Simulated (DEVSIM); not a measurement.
Structure: illuminated In0.53Ga0.47As p-on-n cell, one wavelength, at 250 K.

Layer 1 from the left is In0.53Ga0.47As, thickness (μm) 0.970, Na (cm⁻³) 8.3e17, τn (s) 2e-9, τp (s) 2.8e-9, absorption coefficient (cm⁻¹) 33000. Layer 2 from the left is In0.53Ga0.47As, thickness (μm) 0.620, Nd (cm⁻³) 2.6e16, τn (s) 3e-8, τp (s) 3e-8, absorption coefficient (cm⁻¹) 33000.

Left contact: ohmic, minority electron recombination velocity 400 cm/s. Right contact: ohmic, minority hole recombination velocity 300 cm/s. Voltage is applied to the left contact. Recombination: SRH at mid-gap, radiative, Auger. Light enters at the left, 8e17 photons cm⁻² s⁻¹, one pass, no reflection. Mobility is μmin + (μ − μmin)/(1 + (N/Nref)^α).

The device is made up for the run: typed textbook-type constants, with dimensions and the other settings drawn at random. Values at 300 K; Nc and Nv go as T^1.5, mobilities as T to minus their exponent, the gap by Varshni's rule with the affinity fixed.

In0.53Ga0.47As: gap (eV) 0.74, affinity (eV) 4.51, permittivity 13.9, Nc (cm⁻³) 2.1e17, Nv (cm⁻³) 7.7e18, μn (cm²/Vs) 12000, μp (cm²/Vs) 300, μn,min 300, μp,min 10, Nref,n 1.3e17, Nref,p 4.9e17, αn 0.48, αp 0.4, T exponent of μn 1.6, T exponent of μp 1.6, B (cm³/s) 9.6e-11, Cn (cm⁶/s) 5e-29, Cp (cm⁶/s) 5e-29, Varshni α (eV/K) 0.00035, Varshni β (K) 190.

Model (solved in DEVSIM): 1D drift-diffusion, Boltzmann statistics, complete ionisation; no tunnelling, impact ionisation, image-force lowering or self-heating.

What does the simulation give for the dark forward voltage at 100 A/cm², the dark forward voltage at 1 A/cm²?

dark forward voltage at 100 A/cm² 0.647 V; dark forward voltage at 1 A/cm² 0.537 V.
